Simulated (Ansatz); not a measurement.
An Ansatz (an electronic-structure program) run: Pt with a change (biaxial strain +2.08 %, plane normal [111], relaxed out of plane); Kohn–Sham DFT with the PBEsol functional, run in Ansatz with PAW and 420 eV plane waves, spin-orbit coupling left out.

Input:

Ansatz 0.2 input:
```yaml
crystal:
  lattice:
    - [2.8293558023, 0, 0]
    - [1.4146779012, 2.4502940012, 0]
    - [1.4146779012, -0.8167646671, 2.2395510205]
  atoms:
    - { symbol: Pt, position: [0, 0, 0] }
basis: { ecutwfc: 420, ecutrho_ratio: 4, xc_grid: 2, fft_grid_basis: typed }
kpoints: { mp_grid: { grid: [29, 29, 29] } }
hamiltonian:
  xc: pbesol
  dispersion: none
  pseudopotentials: { kind: paw }
scf: { occupations: { method: fermi_dirac, width: 0.1 } }
relax: { f_tol: 0.005, max_steps: 50, cell: { stress_tol: 0.01, fix: [a, b, gamma] } }
output: { forces: true, stress: true }
checkpoint: { write: state.ck, write_every: 1000 }
```

Output (explanatory and most iteration lines left out):

```
Relaxation: its limit of steps is 50 (relax.max_steps)
Pseudopotential: Pt, paw, valence charge 18
Crystal: 1 atoms, lattice volume = 15.526 Å³
Basis set: ecut = 420 eV, 307 PW (Γ), exchange–correlation on 40×40×40 points (8 copies of the dense FFT grid, shifted against one another)
Bands: 13, of which v1, the nominal top of the filled ones, is band 9 counted from 1 (8 counted from 0)
Symmetry: 12 space group operations
Space group: R-3m (ITA 166), of the structure as read, at distance tolerance 2.5e-5 Å
k-points: 2255 of 24389
Functional: x = pbesol(κ = 0.804, μ = 0.12345679012345678), c = pbesol(β = 0.046)
SCF iter   1: F=—  HF=-12383.834022 eV  |F-HF|=—  |Δ(HF+E_count)|=         —  Δρ=6.68e-3  dr2=5.47e-3  ethr=1.77e-3  ⟨swp⟩=5.0  Hψ=161270  notcnv=0
SCF iter   2: F=—  HF=-12383.832565 eV  |F-HF|=—  |Δ(HF+E_count)|=   1.46e-3  Δρ=3.05e-3  dr2=1.03e-3  ethr=3.04e-5  ⟨swp⟩=1.4  Hψ=49968  notcnv=0
SCF 1 converged in 6 iterations: F = -12383.832345 eV  dr2 = 1.16e-10
relax step   1: F+E_penalty+E_count = -12383.83234548 eV  Δ(F+E_penalty+E_count) = +0.000e0 eV  max|allowed force component| = 0.000e0 eV/Å  Δτ_max = 0.0000 Å  P = -7.824 GPa  Ω = 15.526 Å³  fix = [a, b, gamma]  reactions: a -9.339, b -9.339 GPa  (6 SCF iters, dr2 threshold 1.00e-7 eV, accepted)
[... steps on the carried basis left out ...]
relax step   7: F+E_penalty+E_count = -12383.83519067 eV  Δ(F+E_penalty+E_count) = +1.370e-7 eV  max|allowed force component| = 0.000e0 eV/Å  Δτ_max = 0.0000 Å  P = -4.562 GPa  Ω = 15.340 Å³  energy of the carried Pulay correction = -1.489e-7 eV  fix = [a, b, gamma]  reactions: a -6.843, b -6.843 GPa  (2 SCF iters, dr2 threshold 2.59e-10 eV, accepted)
Crystal: 1 atoms, lattice volume = 15.340 Å³
SCF iter   1: F=—  HF=-12383.835191 eV  |F-HF|=—  |Δ(HF+E_count)|=         —  Δρ=2.00e-6  dr2=1.20e-10  ethr=2.03e-8  ⟨swp⟩=2.8  Hψ=234004  notcnv=0
SCF iter   2: F=—  HF=-12383.835191 eV  |F-HF|=—  |Δ(HF+E_count)|=   2.29e-7  Δρ=9.21e-7  dr2=2.56e-11  ethr=6.67e-13 (applied; sched 1.00e-12)  ⟨swp⟩=2.6  Hψ=55065  notcnv=0
SCF 8 converged in 4 iterations: F = -12383.835191 eV  dr2 = 3.16e-13
SCF converged after 4 iterations
Free energy (F): -12383.835191 eV
Internal energy: -12383.781354 eV  (E = F + TS)
E sigma→0 (E₀):  -12383.808272 eV
Entropy (-TS):   -0.053837 eV (-53.837 meV/atom)
Fermi energy:    22.707588 eV
--- Forces (eV/Å), atoms counted from 1 ---
  atom   1  Pt     0.00000000     0.00000000     0.00000000
--- Stress (GPa, compression-positive) ---
       -6.842722      -0.000000       0.000000
       -0.000000      -6.842722      -0.000000
        0.000000      -0.000000       0.000152
  P = ⅓ Tr σ = -4.5618 GPa (-45.618 kbar)
--- Relaxed structure (6 steps of the walk, 6 accepted, 2 SCFs on fresh bases) ---
  cell:  # Å, volume = 15.3398 Å³
    - [2.8293558023365453, -2.886740984277834e-11, -4.2111799832980055e-11]
    - [1.4146779011932726, 2.450294001153917, -2.8210908542185187e-12]
    - [1.4146779011928723, -0.8167646670870172, 2.2126575349758943]
  atoms:
    - { symbol: Pt, position: [0.0, 0.0, 0.0] }
```

Stability against distortions was not tested. The final runs are not spin-polarised. The cell was made from Pt in the fcc (Cu type) structure (space group Fm-3m, No. 225) by this change: biaxial strain +2.08 %, plane normal [111], relaxed out of plane.
